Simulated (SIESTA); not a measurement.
Band structure of Ir (Fm-3m, 1 atom in the cell).

```
CELL_PARAMETERS angstrom
      0.00000     1.95067     1.95067
      1.95067     0.00000     1.95067
      1.95067     1.95067     0.00000
ATOMIC_POSITIONS crystal
  Ir 0.00000 0.00000 0.00000
```

Level of theory: GGA PBE, numerical atomic orbitals TZP, PseudoDojo PBE standard norm-conserving potentials (rewritten from UPF to PSML) (SIESTA).

Settings: XC.functional = GGA; XC.authors = PBE; potentials = PseudoDojo PBE standard; PAO.BasisSize = TZP; PAO.EnergyShift = 0.01 Ry; MeshCutoff = 300 Ry; kgrid.MonkhorstPack = 14 14 14; OccupationFunction = MP; OccupationMPOrder = 0; ElectronicTemperature = 136 meV; MaxSCFIterations = 150; SCF.Mixer.Method = Pulay; SCF.Mixer.Weight = 0.2; SCF.Mixer.History = 6.

The starting cell comes from a database of computed structures (which also holds hypothetical and non-ambient phases and stackings), without a prior relaxation at this level. Its lattice was rescaled by a random factor within 2.5 % of one. Spin-orbit coupling is off. Spin polarisation is off. Values carry the incompleteness of an atom-centred basis.

Levels in eV from the Fermi level, bands 5 to 10:
```
point       5      6      7      8      9     10
-----  ------  -----  -----  -----  -----  -----
Γ      -10.38  -3.54  -3.54  -3.54  -1.04  -1.04
X       -7.26  -6.76   0.87   1.40   1.40   1.93
W       -5.69  -4.46  -4.46  -1.52   1.41   8.67
K       -6.33  -5.49  -2.59  -0.69   0.62   6.72
L       -7.49  -3.63  -3.63  -0.49   0.88   0.88
U       -6.33  -5.49  -2.59  -0.69   0.62   6.72
```

Bands cross the Fermi level along this path, so the cell is metallic at this level.

Higher empty bands are left out: an atom-centred basis made for the valence describes them poorly.
